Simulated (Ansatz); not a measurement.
**What biaxial strain +0.28 %, plane normal [001], relaxed out of plane does to hypothetical NiAs type KI**

The parent structure is KI in the NiAs type structure (space group P6_3/mmc, No. 194; a = 4.838 Å, c = 8.507 Å; a hypothetical phase, not in the database extracts checked). Axes: x lies along a and z along c of the hexagonal cell.

The change: biaxial strain +0.28 %, plane normal [001], relaxed out of plane (Cartesian); in-plane vectors clamped, the third vector and the atoms free.

Level of theory: PBEsol in Ansatz (plane waves to 420 eV, PAW, without spin-orbit coupling). Settings: 8×8×4 k-points, 0.05 eV Fermi–Dirac smearing.

Volume per atom: 43.28 Å³ (base 43.11 Å³)
Space group: P6_3/mmc (No. 194) (base P6_3/mmc (No. 194))
Shortest interatomic distance: 6.642 bohr (base 6.634 bohr)
Pressure (mean of the normal stresses, compression positive): -0.4 kbar (base 0.0 kbar)
Band gap: 3.78 eV (base 3.78 eV)
Gap character: direct at Γ (base direct at Γ)
Width of the top valence band: 0.62 eV (base 0.63 eV)
Electron mass: 0.31 mₑ out of plane, 0.33 mₑ in plane (at Γ) (base 0.30 mₑ along c, 0.33 mₑ across (at Γ))
Valence-band top at Γ (three highest levels, from the VBM): 0.00, 0.00, -0.20 eV (base 0.00, 0.00, -0.21 eV)
Valley order (the lowest conduction-band minima on the path, energy above the VBM, named in the base's zone): Γ 3.78 eV; M (0, 1/2, 0) 4.95 eV (base Γ 3.78 eV; M (1/2, 0, 0) 4.94 eV)
Out-of-plane strain: -0.16 %
Mean in-plane stress (compression positive): -0.1 GPa

Cost of the whole job for the changed cell (relaxation, final SCF and bands): roughly 40 core-seconds.

With I present, leaving out spin-orbit coupling can change the band edges. Effective masses come from finite differences of ±0.01 Å⁻¹. Whether these cells are dynamically stable was not tested.

Ansatz is a quantum-chemistry and plane-wave program.
